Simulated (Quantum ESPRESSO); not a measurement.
## A series of runs on Nb3In (Pm-3n, 8 atoms in the cell)

```yaml
crystal:
  lattice:
    - [5.32805, 0.00000, 0.00000]
    - [0.00000, 5.32805, 0.00000]
    - [0.00000, 0.00000, 5.32805]
  atoms:
    - { symbol: Nb, position: [0.00000, 0.75000, 0.50000] }
    - { symbol: Nb, position: [0.00000, 0.25000, 0.50000] }
    - { symbol: Nb, position: [0.75000, 0.50000, 0.00000] }
    - { symbol: Nb, position: [0.25000, 0.50000, 0.00000] }
    - { symbol: Nb, position: [0.50000, 0.00000, 0.75000] }
    - { symbol: Nb, position: [0.50000, 0.00000, 0.25000] }
    - { symbol: In, position: [0.00000, 0.00000, 0.00000] }
    - { symbol: In, position: [0.50000, 0.50000, 0.50000] }
```

Base run A: PBEsol, PseudoDojo standard norm-conserving (PBESOL) pseudopotentials (Quantum ESPRESSO), self-consistent single point.

Its settings: ecutwfc = 85 Ry; occupations = smearing; smearing = fd; degauss = 0.0036749 Ry; potentials = {Nb: Nb.upf, In: In.upf}; K_POINTS = automatic 4 4 4 0 0 0; conv_thr = 1e-09 Ry.

The starting cell comes from a database of computed structures (which also holds hypothetical and non-ambient phases and stackings), without a prior relaxation at this level. Spin polarisation is off. In the base run, with a pressure of about -6 GPa the cell is away from its equilibrium volume at this level.

ΔF is the free energy per atom less that of run A. 

Run A gave: pressure (GPa) -5.78; iterations 9.

Runs:
- B: diagonalization: default → cg
- C: diagonalization: default → paro
- D: diagonalization: default → rmm-davidson
- E: diagonalization: default → rmm-paro
- F: diago_david_ndim: default → 3
- G: diago_david_ndim: default → 4
- H: diago_full_acc: default → true

Problem. Which runs reach the base run's state, and which is quickest in iterations?

Solution. Runs B, C, D, E, F, G, H reached the same state as A (within 1 meV/atom). The fewest iterations to that state were 8 (C, G, H); the most were 23.

```tsv
run	ΔF (meV/atom)	pressure (GPa)	iterations
A	0.00	-5.78	9
B	0.00	-5.77	9
C	0.00	-5.77	8
D	0.00	-5.77	13
E	0.00	-5.77	23
F	0.00	-5.77	9
G	0.00	-5.78	8
H	0.00	-5.78	8
```
